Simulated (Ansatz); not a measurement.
The starting structures come from a database of crystals and need not be the phases stable at ambient conditions.

Tunnelling through a barrier is set by its complex band structure: the current falls as exp(−2κd) with the smallest κ.

Here is the system:

```
CELL_PARAMETERS angstrom
      6.67098     0.00000     0.00000
     -3.33549     5.86184     0.00000
      2.11772     0.00000     6.34133
ATOMIC_POSITIONS crystal
  Si 0.05548 0.16972 0.52432
  Si 0.88576 0.83028 0.02432
  Cu 0.74279 0.50960 0.50262
  Cu 0.23319 0.49040 0.00262
  Cu 0.41008 0.82600 0.50016
  Cu 0.58408 0.17400 0.00016
  Se 0.52921 0.83052 0.12257
  Se 0.69869 0.16948 0.62257
  Se 0.35100 0.48386 0.62687
  Se 0.86714 0.51614 0.12687
  Se 0.18773 0.15708 0.14495
  Se 0.03065 0.84292 0.64495
```

Space group of this cell: Cc. The cell is taken as given.

Transport runs along the normal of the first two printed cell vectors.

No gap correction and no spin-orbit coupling; mid-gap values are interpolated between computed energies.

**Question.** Compute, with r2SCAN (Ansatz, a first-principles code), the band gap and the smallest decay constant κ at mid-gap.

**Answer.** Gap 0.68 eV on a 6×6×6 mesh; κ = 0.065 1/Å, at the zone centre.
